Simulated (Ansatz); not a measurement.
The starting structures come from a database of crystals and need not be the phases stable at ambient conditions.

By PBEsol, the system below comes out a metal.

Without scattering a metal conducts by its projected Fermi surface.

Data:

```xyz
4
Lattice="4.0561 0.0000 0.0000 0.0000 4.0561 0.0000 0.0000 0.0000 4.0561" Properties=species:S:1:pos:R:3 pbc="T T T"
Ag     0.0000     2.0281     2.0281
Ag     2.0281     0.0000     2.0281
Ag     2.0281     2.0281     0.0000
Pt     0.0000     0.0000     0.0000
```

The cell is taken as given; by PBEsol it stands under a pressure of -4.9 GPa.

The current flows along the normal of the first two printed cell vectors, the (001) plane of the conventional cell. No spin-orbit coupling; the value is a mean over 0.1 eV about the Fermi level.

**Question.** Predict the ballistic conductance per area from PBEsol run with Ansatz (an electronic-structure program).

**Answer.** 0.71 × 10¹⁵ S/m² for both spins.
